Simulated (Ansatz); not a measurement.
```cif
data_SnTe
_chemical_formula_sum 'Te1 Sn1'
_space_group_name_H-M_alt 'P 1'
_space_group_IT_number 1
_cell_length_a 4.53144
_cell_length_b 4.53144
_cell_length_c 4.53144
_cell_angle_alpha 60.000
_cell_angle_beta 60.000
_cell_angle_gamma 60.000
loop_
_space_group_symop_operation_xyz
  'x, y, z'
loop_
_atom_site_label
_atom_site_type_symbol
_atom_site_fract_x
_atom_site_fract_y
_atom_site_fract_z
_atom_site_occupancy
Te1 Te 0.00000 0.00000 0.00000 1
Sn1 Sn 0.50000 0.50000 0.50000 1
```

At this level the gap is small or closed, and a narrow smearing was used. Spin-orbit coupling is not included. The cell is fixed at its relaxed static size. Melting and transitions to other phases are not modelled. An odd repeat of the supercell leaves out some zone-boundary points, where instabilities often lie.

Question: Is this phase dynamically stable in the harmonic approximation, and at 300, 600 K by the stochastic self-consistent harmonic approximation in a 3×3×3 supercell, DFT at the PBE level (Ansatz, a quantum-chemistry and plane-wave program)? Give the softest mode in each case.

Answer: Harmonic: softest mode 33i cm⁻¹ at q = (0.00, 0.00, 0.00), so unstable at the wave vectors of the supercell. 300 K: locally stable, softest second derivative of the free energy 32 cm⁻¹ (error under 1) at q = (0.00, 0.33, 0.33), at 0.8 GPa in this cell. 600 K: locally stable, softest second derivative of the free energy 32 cm⁻¹ (error under 1) at q = (0.00, 0.33, 0.33), at 1.4 GPa in this cell. A stable verdict is local, and a supercell this small can stiffen soft modes, so the symmetric phase can look stable where the real crystal is distorted. The verdict is statistical, holds for these wave vectors and this fixed cell alone, and errs towards stability where frames are few. Wave vectors are fractions of the primitive cell's reciprocal vectors.
